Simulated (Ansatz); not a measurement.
TiAl3 (I4/mmm, No. 139) was calculated with BLYP (Ansatz, an electronic-structure program, plane waves, PAW).

Numerical settings: plane-wave cutoff 520 eV, 20×20×20 k mesh, Fermi–Dirac smearing 0.05 eV, no spin polarisation, scalar-relativistic PAW data made under PBE.

Cell (relaxed at this level):

```cif
data_Al6Ti2
_chemical_formula_sum 'Ti2 Al6'
_space_group_name_H-M_alt 'I4/mmm'
_space_group_IT_number 139
_space_group_name_Hall '-I 4 2'
_cell_length_a 3.87882
_cell_length_b 3.87882
_cell_length_c 8.74018
_cell_angle_alpha 90.000
_cell_angle_beta 90.000
_cell_angle_gamma 90.000
loop_
_atom_site_label
_atom_site_type_symbol
_atom_site_symmetry_multiplicity
_atom_site_Wyckoff_symbol
_atom_site_fract_x
_atom_site_fract_y
_atom_site_fract_z
_atom_site_occupancy
Ti1 Ti 2 a 0.00000 0.00000 0.00000 1
Al1 Al 2 b 0.00000 0.00000 0.50000 1
Al2 Al 4 d 0.00000 0.50000 0.25000 1
```
(The calculation used a cell of 4 atoms; values per cell refer to that cell.)

**Question.** Estimate the bulk modulus and pressure derivative B′ of the bulk modulus that the calculation returns.

**Answer.** 
* **bulk modulus**: 92.2 GPa
* **pressure derivative B′ of the bulk modulus**: 4.4

The run finds no gap.

Note: the bulk modulus comes from volumes at which shape and atoms were relaxed.

Static lattice: no zero-point or thermal effects.
